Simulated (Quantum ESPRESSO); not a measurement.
A user runs Quantum ESPRESSO on Zr2As3S (P4mm, 6 atoms in the cell) and asks whether the run is sound. The aim is a self-consistent single point with DFT, LDA (PZ), plane waves, GBRV 1.5 ultrasoft (LDA) pseudopotentials.

Input:

```fortran
&control
 calculation = 'scf',
 outdir = './out',
 pseudo_dir = './',
 tprnfor = .true.,
 tstress = .true.,
/
&system
 ibrav = 6,
 A = 3.8710180000,
 C = 8.2181180000,
 nat = 6,
 ntyp = 3,
 ecutwfc = 40,
 ecutrho = 320,
 occupations = 'smearing',
 smearing = 'cold',
 degauss = 0.0036749,
 tot_charge = 1,
/
&electrons
 conv_thr = 1.0d-10,
 mixing_beta = 0.3,
/
ATOMIC_SPECIES
Zr    91.2240  zr_lda_v1.uspp.F.UPF
As    74.9216  as_lda_v1.uspp.F.UPF
S     32.0600  s_lda_v1.4.uspp.F.UPF
ATOMIC_POSITIONS crystal
Zr    0.5000000000    0.5000000000    0.7286000000
Zr    0.0000000000    0.0000000000    0.2702400000
As    0.5000000000    0.0000000000    0.9985600000
As    0.0000000000    0.5000000000    0.9985600000
As    0.5000000000    0.5000000000    0.3788900000
S     0.0000000000    0.0000000000    0.6251500000
K_POINTS automatic
7 7 4  0 0 0
```

Log, with long lists cut:

```
     G-vector sticks info
     --------------------
     sticks:   dense  smooth     PW     G-vecs:    dense   smooth      PW
     Sum        1361     673    197                80289    28383    4583

     bravais-lattice index     =            6
     lattice parameter (alat)  =       7.3152  a.u.
   [... lines left out ...]
         1        Zr     tau(   1) = (   0.5000000   0.5000000   1.5468078  )
         2        Zr     tau(   2) = (   0.0000000   0.0000000   0.5737158  )
         3        As     tau(   3) = (   0.5000000   0.0000000   2.1199292  )
         4        As     tau(   4) = (   0.0000000   0.5000000   2.1199292  )
         5        As     tau(   5) = (   0.5000000   0.5000000   0.8043783  )
         6        S      tau(   6) = (   0.0000000   0.0000000   1.3271849  )

     number of k points=    30  Marzari-Vanderbilt smearing, width (Ry)=  0.0037
                       cart. coord. in units 2pi/alat
        k(    1) = (   0.0000000   0.0000000   0.0000000), wk =   0.0102041
        k(    2) = (   0.0000000   0.0000000   0.1177587), wk =   0.0204082
        k(    3) = (   0.0000000   0.0000000  -0.2355173), wk =   0.0102041
   [... 27 lines left out ...]

     Dense  grid:    80289 G-vectors     FFT dimensions: (  45,  45,  90)

     Smooth grid:    28383 G-vectors     FFT dimensions: (  30,  30,  64)

     Initial potential from superposition of free atoms

     starting charge      44.9958, renormalised to      44.0000

     negative rho (up, down):  1.195E-01 0.000E+00
     Self-consistent Calculation

     iteration #  1     ecut=    40.00 Ry     beta= 0.30

     Threshold (ethr) on eigenvalues was too large:
     Diagonalizing with lowered threshold

     negative rho (up, down):  1.213E-01 0.000E+00

     total energy              =    -343.20226672 Ry
     estimated scf accuracy    <       0.22970828 Ry

     iteration #  2     ecut=    40.00 Ry     beta= 0.30

     negative rho (up, down):  1.219E-01 0.000E+00

     total energy              =    -343.24432339 Ry
     estimated scf accuracy    <       0.27833442 Ry

     iteration #  3     ecut=    40.00 Ry     beta= 0.30

     negative rho (up, down):  1.227E-01 0.000E+00

     total energy              =    -343.26362725 Ry
     estimated scf accuracy    <       0.02584699 Ry

   [... 13 blocks of this kind left out ...]

     iteration # 17     ecut=    40.00 Ry     beta= 0.30

     negative rho (up, down):  1.248E-01 0.000E+00

     total energy              =    -343.26820716 Ry
     estimated scf accuracy    <          1.1E-10 Ry

     iteration # 18     ecut=    40.00 Ry     beta= 0.30

     negative rho (up, down):  1.248E-01 0.000E+00
     End of self-consistent calculation

     the Fermi energy is     9.6323 ev

!    total energy              =    -343.26820716 Ry
     estimated scf accuracy    <          2.1E-11 Ry
     smearing contrib. (-TS)   =       0.00010389 Ry
     internal energy E=F+TS    =    -343.26831105 Ry

     convergence has been achieved in  18 iterations

     negative rho (up, down):  1.248E-01 0.000E+00

     Forces acting on atoms (cartesian axes, Ry/au):

     atom    1 type  1   force =     0.00000000    0.00000000   -0.00875309
     atom    2 type  1   force =     0.00000000    0.00000000    0.02218014
     atom    3 type  2   force =     0.00000000    0.00000000   -0.00243683
     atom    4 type  2   force =     0.00000000    0.00000000   -0.00243683
   [... lines left out ...]
     Total force =     0.026164     Total SCF correction =     0.000010
   [... lines left out ...]

     negative rho (up, down):  1.248E-01 0.000E+00
          total   stress  (Ry/bohr**3)                   (kbar)     P=     -323.43
  -0.00226030   0.00000000   0.00000000         -332.50        0.00        0.00
   0.00000000  -0.00226030   0.00000000            0.00     -332.50        0.00
   0.00000000   0.00000000  -0.00207529            0.00        0.00     -305.29

   JOB DONE.
```

Question: Can these results be used? Check the input.

Answer: The run is not sound. The fault is an unintended net charge. A charged periodic cell changes the electron count and is neutralised by a uniform background, so energy, forces and pressure belong to another system. To fix it, remove the charge. The run converged in 18 iterations without an error; against the sound input the pressure goes from -13.23 to -32.34 GPa and the largest force goes from 0.142 to 0.570 eV/Å. The full log also holds: “c_bands:  1 eigenvalues not converged”.

The sound input it was made from differs as follows (other fixes are possible):
```diff
- tot_charge = 1,
```

With that input, the run converged in 17 iterations: free energy E − TS -4660.3215 eV; Fermi level (on the code's own zero) 10.49 eV; pressure -13.23 GPa; largest force (vector length) 0.142 eV/Å (DFT, LDA (PZ), plane waves, GBRV 1.5 ultrasoft (LDA) pseudopotentials).

On the sound input: the starting cell comes from a database of computed structures (which also holds hypothetical and non-ambient phases and stackings), without a prior relaxation at this level. Its lattice was rescaled by a random factor within 2.5 % of one. With a pressure of about -13 GPa the cell is away from its equilibrium volume at this level.
